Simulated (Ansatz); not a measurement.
Computed with PBE (plane waves to 420 eV, PAW; Ansatz, a first-principles code).

Plane-averaged electrostatic potential energy along the normal, in eV from the Fermi level, for Al on the 1x1 (111) surface of fcc Au (the real clean face reconstructs), one in a 2x2 cell, started at the site 'hollow Au-Au-Au over Au at depth 4.8 Å':

```
z (Å)  V (eV)
-----  ------
5.30     5.19
5.59     5.19
5.89     5.19
6.18     5.19
6.48     5.18
6.77     5.17
7.07     5.15
7.36     5.09
7.66     4.96
7.95     4.66
8.24     3.96
8.54     2.31
8.83    -2.19
9.13    -9.70
9.42   -14.83
9.72   -15.92
10.01  -13.09
10.31   -6.55
10.60   -0.34
10.89    1.02
11.19   -1.71
11.48   -8.73
11.78  -14.47
12.07  -16.31
12.37  -14.27
12.66   -8.36
12.96   -1.51
13.25    0.77
13.54   -1.38
13.84   -8.16
14.13  -14.10
14.43  -16.20
14.72  -14.45
15.02   -8.79
15.31   -1.76
15.61    1.07
15.90    0.02
16.19   -5.74
16.49  -12.65
16.78  -16.06
17.08  -15.58
17.37  -11.19
17.67   -4.13
17.96    0.08
18.26    1.05
18.55    1.38
18.84    1.47
19.14    1.65
19.43    2.37
19.73    3.24
20.02    3.71
20.32    3.96
20.61    4.09
20.91    4.15
21.20    4.19
21.49    4.20
21.79    4.21
22.08    4.21
22.38    4.22
22.67    4.22
22.97    4.22
```

Model: 17-atom slab, 7.2 Å thick at the start under the adsorbate (thin: gaps and levels are the slab's own), 6x6x1 mesh, Fermi-Dirac 0.1 eV, dipole correction, 8 atoms held, the rest relaxed; symmetry of the start imposed; no spin, no spin-orbit, no U, no dispersion correction. At the end it is bonded to 3 Au. In PBE it is, or lies within 0.03 eV of, the lowest of the starts that converged.

### Question
The surface cell has an area of 29.93 Å². What dipole along the normal does the step between the two vacuum levels imply?

### Answer
the top vacuum level lies 0.98 eV below the bottom one; p = −ε₀ A ΔV (ε₀ = 0.005526 e/(V·Å)) gives 0.16 e·Å a cell.
